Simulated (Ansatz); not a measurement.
## InGa₃N₄ (P3m1, No. 156, 8 atoms in the cell; start mp-1223879)

These are LDA (Ansatz, a first-principles code, PAW) values and carry that method's errors.

Run with plane-wave cutoff 520 eV, 12×12×4 k mesh (along the axes of the cell as run), Fermi–Dirac smearing 0.01 eV, scalar-relativistic PAW data made under PBE.

Cell (relaxed with PBEsol):

```cif
data_Ga3InN4
_chemical_formula_sum 'In1 Ga3 N4'
_space_group_name_H-M_alt 'P 1'
_space_group_IT_number 1
_cell_length_a 3.26389
_cell_length_b 3.26389
_cell_length_c 10.71348
_cell_angle_alpha 90.000
_cell_angle_beta 90.000
_cell_angle_gamma 120.000
loop_
_space_group_symop_operation_xyz
  'x, y, z'
loop_
_atom_site_label
_atom_site_type_symbol
_atom_site_fract_x
_atom_site_fract_y
_atom_site_fract_z
_atom_site_occupancy
In1 In 0.00000 0.00000 0.99786 1
Ga1 Ga 0.66667 0.33333 0.25937 1
Ga2 Ga 0.66667 0.33333 0.73801 1
Ga3 Ga 0.00000 0.00000 0.49855 1
N1 N 0.66667 0.33333 0.07985 1
N2 N 0.66667 0.33333 0.55610 1
N3 N 0.00000 0.00000 0.31671 1
N4 N 0.00000 0.00000 0.79536 1
```

```
Quantity   Result
--------  -------
band gap  0.73 eV
```

Note: cell and atoms aren't relaxed at this level (largest force component 0.09 eV/Å, pressure -4.9 GPa).

Spin–orbit coupling is not included.

The computed numbers hold no vibrational or temperature effects.

Cost on a shared machine: roughly 60 core-seconds.

A start named mp-… is a Materials Project structure, which need not be a measured phase.
